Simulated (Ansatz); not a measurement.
Base system: Ge in the diamond structure (space group Fd-3m, No. 227; a = 5.674 Å). Axes: x, y, z lie along the cube axes.

All numbers come from r2SCAN (Ansatz, a first-principles code), without spin-orbit coupling.

Before the change:

```
Item                             Value
-----------------------------  -------
Shortest interatomic distance  2.457 Å
```

Modification: tensile biaxial strain of 2.00 % in the plane normal to [001], as in epitaxy on a mismatched substrate; the out-of-plane cell vector and the atoms relax.

Predict the new ratio −ε⊥/ε∥, energy relative to the base, in-plane stress and shortest interatomic distance.

The ratio −ε⊥/ε∥ is 0.69; the energy goes up by 7.5 meV/atom; the mean in-plane stress (compression positive) amounts to -2.5 GPa; the shortest interatomic distance goes up by 0.022 Å, from 2.457 Å to 2.479 Å.

Whether these cells are dynamically stable was not tested.
